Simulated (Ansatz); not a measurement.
Start from PtSe₂ in the CdI2 type structure (space group P-3m1, No. 164; a = 3.772 Å, c = 4.821 Å; layered; relaxed with 0.1 eV smearing). Axes: x lies along a and z along c of the hexagonal cell.

Level of theory: PBE-D3(BJ) in Ansatz (plane waves to 420 eV, PAW, no spin-orbit coupling).

Before the change:

- Shortest interatomic distance = 2.526 Å

The change: uniaxial strain ε_zz = +1.50 %, all other strain components held at zero; the atoms relax in the strained cell.

Q: What happens to the stress and shortest interatomic distance?

A: The stress (xx, yy, zz, yz, xz, xy; compression positive) comes out as (-0.6, -0.6, -0.8, 0.0, 0.0, 0.0) GPa; the shortest interatomic distance increases by 0.0025 Å to 2.529 Å.

Stability against distortions was not tested. All final runs are without spin polarisation.

Ansatz is a first-principles code.
